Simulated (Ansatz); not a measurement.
System: CsCl-type TiCo. Method: PBEsol (plane waves, PAW; Ansatz, a program for electronic structure).

Settings: plane-wave cutoff 520 eV, 18×18×18 k mesh, Fermi–Dirac smearing 0.05 eV, no spin polarisation, scalar-relativistic PAW data made under PBE.

Energies at three volumes about the minimum:

| V (Å³/atom) | E − E_lowest (meV/atom) |
|---|---|
| 12.365 | 3.16 |
| 12.617 | 0.00 |
| 12.870 | 3.02 |

### Question
Fit a parabola by hand: where is the minimum, what lattice constant follows, and what is the bulk modulus?

### Answer
Slopes: (0.00 − 3.16)/(12.617 − 12.365) = -12.540 and (3.02 − 0.00)/(12.870 − 12.617) = 11.937 meV/Å³. Curvature E″ = 2 × (11.937 − (-12.540))/(12.870 − 12.365) = 96.939 meV/Å⁶. From the middle of the first interval, the slope vanishes at V0 = 12.4910 − (-12.540)/96.939 = 12.620 Å³/atom. B = V0 E″ = 12.620 × 96.939 meV/Å³ × 0.1602 GPa per meV/Å³ = 196 GPa. With 2 atoms in the cube, a = (2 × 12.620)^(1/3) = 2.933 Å. The full Birch–Murnaghan fit to all volumes gives V0 = 12.616 Å³/atom and B0 = 196 GPa.

Measured, for comparison: bulk modulus 154 GPa, lattice constant a 2.995 Å (room temperature, no zero-point or thermal correction; as tabulated in Yamada et al. (2019), arXiv:1910.09660). Computed (rounded) less measured: bulk modulus +27 %.
